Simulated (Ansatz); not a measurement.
# LiF (model structure, F-43m, No. 216, 2 atoms in the cell): properties by level of theory

```csv
level (code),lattice parameter a (Å),cohesive energy (eV/atom)
LDA (Ansatz),4.205,4.88
PBE (Ansatz),4.364,[?]
PBEsol (Ansatz),4.311,4.45
PBE-D3(BJ) (Ansatz),[?],4.47
r²SCAN (Ansatz),[?],4.36
r²SCAN+rVV10 (Ansatz),4.274,4.40
```

### Question
Some entries are withheld; supply them.

### Answer

- PBE (Ansatz, a program for electronic structure), cohesive energy (eV/atom): 4.32
- PBE-D3(BJ) (Ansatz), lattice parameter a (Å): 4.303
- r²SCAN (Ansatz), lattice parameter a (Å): 4.290

Ansatz's density-functional and Hartree–Fock values are scalar-relativistic unless marked +SOC, with PAW data made under PBE.

Free atoms are spin-polarised, in the lowest state found; at levels without +SOC their spin–orbit coupling is left out.

Static lattice: no zero-point or thermal effects.

A model structure was made by putting elements into a prototype or built by hand; it is no filed structure, need not be a known phase, and can be a saddle point held by its symmetry.
